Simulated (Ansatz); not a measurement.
# Input and output of a self-consistent single point for B2Se3 (C2/m, 10 atoms in the cell) (Ansatz)

Method of the run: PBE (plane waves, PAW; Ansatz, a first-principles code).

This input was run:

Ansatz 0.2 input:
```yaml
crystal:
  lattice:
    - [6.81579100, -1.69474000, 0.00000000]
    - [6.81579100, 1.69474000, 0.00000000]
    - [-1.54682300, 0.00000000, 6.28333000]
  atoms:
    - { symbol: B, position: [0.09050000, 0.09050000, 0.79460000] }
    - { symbol: B, position: [0.90950000, 0.90950000, 0.20540000] }
    - { symbol: B, position: [0.65870000, 0.65870000, 0.31400000] }
    - { symbol: B, position: [0.34130000, 0.34130000, 0.68600000] }
    - { symbol: Se, position: [0.16450000, 0.16450000, 0.10980000] }
    - { symbol: Se, position: [0.83550000, 0.83550000, 0.89020000] }
    - { symbol: Se, position: [0.17330000, 0.17330000, 0.56320000] }
    - { symbol: Se, position: [0.82670000, 0.82670000, 0.43680000] }
    - { symbol: Se, position: [0.49590000, 0.49590000, 0.25660000] }
    - { symbol: Se, position: [0.50410000, 0.50410000, 0.74340000] }
kpoints:
  mp_grid: { grid: [6, 6, 3] }
hamiltonian:
  xc: pbe
  pseudopotentials: { kind: paw }
scf:
  occupations: { method: gaussian, width: 0.136 }
output:
  forces: true
  eigenvalues: true
  stress: true
```

The program printed (abridged):

```
WARN basis.ecutwfc = 420 eV, the default
WARN ansatz: RAYON_NUM_THREADS=1 ignored (pool sized by the plan → 1); use --threads N
basis.fft_grid_basis auto: the FFT boxes are laid along the combinations [[1, -1, 0], [0, 1, 0], [0, 0, 1]] of the cell's own vectors, 3.389, 7.023 and 6.471 Å …
Pseudopotentials: kind: paw
Pseudopotential: B, paw, valence charge 3
Pseudopotential: Se, paw, valence charge 16
Crystal: 10 atoms, lattice volume = 145.157 Å³
Basis set: ecut = 420 eV, 2851 PW (Γ), FFT grids on a1−a2, a2, a3, exchange–correlation on 48×96×90 points (8 copies of the dense FFT grid, shifted against one another)
Bands: 65, of which v1, the nominal top of the filled ones, is band 54 counted from 1 (53 counted from 0)
Symmetry: 4 space group operations
Space group: C2/m (ITA 12), of the structure as read, at distance tolerance 5.3e-5 Å
k-points: 34 of 108
Initial density: superposition of atomic densities (neutral atoms: chi_scale 0, normalization atom), corrected by the library's trained network
Initial wavefunctions: pseudopotential atomic-orbital guess
Eigensolver: davidson
Functional: x = pbe(κ = 0.804, μ = 0.2195149727645171), c = pbe(β = 0.06672455060314922)
SCF iter   1: F=—  HF=-33432.621943 eV  |F-HF|=—  |Δ(HF+E_count)|=         —  Δρ=4.87e-3  dr2=4.97e-2  ethr=1.77e-3  ⟨swp⟩=5.6  Hψ=8010  notcnv=0
all-band conjugate gradients solve this SCF's bands
preconditioner: auto → Kerker (q_TF=auto, 2.597 Å⁻¹)
SCF iter   2: F=—  HF=-33432.614441 eV  |F-HF|=—  |Δ(HF+E_count)|=   7.50e-3  Δρ=2.59e-3  dr2=1.42e-2  ethr=4.60e-5  ⟨swp⟩=1.0  Hψ=2550  notcnv=0
SCF iter   3: F=—  HF=-33432.612199 eV  |F-HF|=—  |Δ(HF+E_count)|=   2.24e-3  Δρ=7.91e-4  dr2=1.53e-3  ethr=1.32e-5  ⟨swp⟩=2.0  Hψ=3446  notcnv=0
SCF iter   4: F=—  HF=-33432.611711 eV  |F-HF|=—  |Δ(HF+E_count)|=   4.88e-4  Δρ=3.89e-4  dr2=3.24e-4  ethr=1.42e-6  ⟨swp⟩=2.0  Hψ=3714  notcnv=0
SCF iter   5: F=—  HF=-33432.611731 eV  |F-HF|=—  |Δ(HF+E_count)|=   2.00e-5  Δρ=9.70e-5  dr2=3.27e-5  ethr=3.00e-7  ⟨swp⟩=2.0  Hψ=2856  notcnv=0
SCF iter   6: F=—  HF=-33432.611746 eV  |F-HF|=—  |Δ(HF+E_count)|=   1.53e-5  Δρ=3.79e-5  dr2=5.39e-6  ethr=3.03e-8  ⟨swp⟩=2.0  Hψ=3918  notcnv=0
SCF iter   7: F=—  HF=-33432.611745 eV  |F-HF|=—  |Δ(HF+E_count)|=   1.26e-6  Δρ=2.06e-5  dr2=2.18e-6  ethr=4.99e-9  ⟨swp⟩=2.0  Hψ=3918  notcnv=0
SCF iter   8: F=—  HF=-33432.611745 eV  |F-HF|=—  |Δ(HF+E_count)|=   2.96e-7  Δρ=8.76e-6  dr2=2.52e-7  ethr=2.02e-9  ⟨swp⟩=2.0  Hψ=3306  notcnv=0
SCF iter   9: F=-33432.611745 eV  HF=-33432.611745 eV  |F-HF|=1.01e-8  |Δ(HF+E_count)|=   6.06e-9  Δρ=2.44e-6  dr2=1.49e-8  ethr=9.26e-11  ⟨swp⟩=8.2  Hψ=9388  notcnv=0
SCF 1 converged in 9 iterations: F = -33432.611745 eV  dr2 = 1.49e-8
SCF converged after 9 iterations
Free energy (F): -33432.611745 eV
Harris-Foulkes:  -33432.611745 eV  (|F-HF|=1.01e-8)
Internal energy: -33432.587533 eV  (E = F + TS)
E sigma→0 (E₀):  -33432.599639 eV
Entropy (-TS):   -0.024211 eV (-2.421 meV/atom)
Fermi energy:    12.377366 eV
--- Per-component energies (eV) ---
  E_band       = -1949.375228
  E_kinetic    = 911.263602
  E_local      = -13180.565575  (includes V_loc(G=0)·N_el)
  E_nonlocal   = -3525.010251
  E_hartree    = 6645.230288
  E_xc         = -757.848126
  E_vxc        = -747.803329  (∫ρ·V_xc dr)
  E_paw        = -11782.464733  (= ΣΔE_a)
  E_vpaw       = 1302.283982  (= ΣTr[D̂ρ^β])
  E_aug_tail   = -0.003604  (compensation charges beyond the density's cutoff)
  E_ewald      = -11743.189135
  E_smearing   = -0.024211  (= −TS)
  E_closure    = -0.000000  (closes the sum)
  Σ components = -33432.611745   (vs F -33432.611745, Δ=0.00e0)
--- Forces (eV/Å), atoms counted from 1 ---
  atom   1  B     -0.19791618     0.00000000     0.05793640
  atom   2  B      0.19791618    -0.00000000    -0.05793640
  atom   3  B      0.04894585     0.00000000     0.05021974
  atom   4  B     -0.04894585    -0.00000000    -0.05021974
  atom   5  Se     1.21852161    -0.00000000    -1.08955363
  atom   6  Se    -1.21852161     0.00000000     1.08955363
  atom   7  Se    -0.88356778     0.00000000     1.05837605
  atom   8  Se     0.88356778    -0.00000000    -1.05837605
  atom   9  Se    -0.56192502    -0.00000000    -0.29298547
  atom  10  Se     0.56192502     0.00000000     0.29298547
  max |Σ_I F_I| component: 0.00e0 eV/Å
--- Stress (GPa, compression-positive) ---
       16.649221       0.000000       0.826900
        0.000000      10.865007       0.000000
        0.826900       0.000000      11.061420
  P = ⅓ Tr σ = 12.8585 GPa (128.585 kbar)
  The stress holds the Pulay correction. Without it, at fixed plane waves, as pw.x and ABINIT print it: P = 12.7848 GPa
--- Band table (eV; the first three rows and the last of 34) ---
  k-point 0: bands = ["-36.5148", "-36.5135", "-36.4985", "-36.4968", "-36.4852", "-36.4773", "-36.4597", "-36.4595", "-36.4575", "-36.4574", "-36.4339", "-36.4324", "-36.4321", "-36.4316", "-36.3204", "-36.3192", "-36.3068", "-36.3056", "-36.2815", [...]
  k-point 1: bands = ["-36.5147", "-36.5135", "-36.4985", "-36.4968", "-36.4852", "-36.4773", "-36.4597", "-36.4595", "-36.4575", "-36.4574", "-36.4339", "-36.4324", "-36.4321", "-36.4316", "-36.3202", "-36.3194", "-36.3066", "-36.3058", "-36.2815", [...]
  k-point 2: bands = ["-36.5145", "-36.5135", "-36.4985", "-36.4971", "-36.4846", "-36.4778", "-36.4599", "-36.4597", "-36.4568", "-36.4567", "-36.4333", "-36.4325", "-36.4320", "-36.4315", "-36.3206", "-36.3193", "-36.3068", "-36.3056", "-36.2810", [...]
  k-point 33: bands = ["-36.5147", "-36.5135", "-36.4985", "-36.4968", "-36.4852", "-36.4772", "-36.4597", "-36.4595", "-36.4575", "-36.4574", "-36.4339", "-36.4325", "-36.4321", "-36.4315", "-36.3202", "-36.3194", "-36.3066", "-36.3058", [...]
```

The run converged in 9 iterations.

The starting cell was generated: these elements placed on a structure prototype, without a prior relaxation; it need not be a known phase or ordering of this composition. Its lattice was rescaled by a random factor within 2.5 % of one. With a pressure of about 13 GPa the cell is away from its equilibrium volume at this level. Forces in this geometry exceed 1 eV/Å. Ansatz's pressure includes its estimate of the finite-basis (Pulay) stress. The run gives no clean gap (levels at the Fermi energy touch, overlap or are partly filled at this smearing), which alone does not show that the compound is a metal.
